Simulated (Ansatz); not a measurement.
**AlV2C under a change: pressure −1 GPa**

Take AlV2C (space group P6_3/mmc, No. 194; a = 2.878 Å, c = 13.025 Å) as the base.

Perturbation: hydrostatic tension (pressure −1 GPa).

Level of theory: PBEsol (Ansatz, an electronic-structure program), without spin-orbit coupling. Γ-centred 19×19×4 mesh, Fermi–Dirac width 0.05 eV.

| quantity | base | changed | shift |
|---|---|---|---|
| volume per atom | 11.68 Å³ | 11.74 Å³ | +0.065 Å³ |
| density | 5.01 g/cm³ | 4.98 g/cm³ | -0.03 g/cm³ |
| lattice parameter a | 2.878 Å | 2.883 Å | +0.005 Å |
| c/a ratio | 4.526 | 4.526 | -0.0006 |
| shortest interatomic distance | 1.998 Å | 2.001 Å | +0.0022 Å |
| band gap | zero | zero | – |

Load acts through the strain it causes; cell and atoms are relaxed under it. Stability against distortions was not tested. Starting moments died away, wholly or in part, for the base; another magnetic solution may exist. All final runs are without spin polarisation.
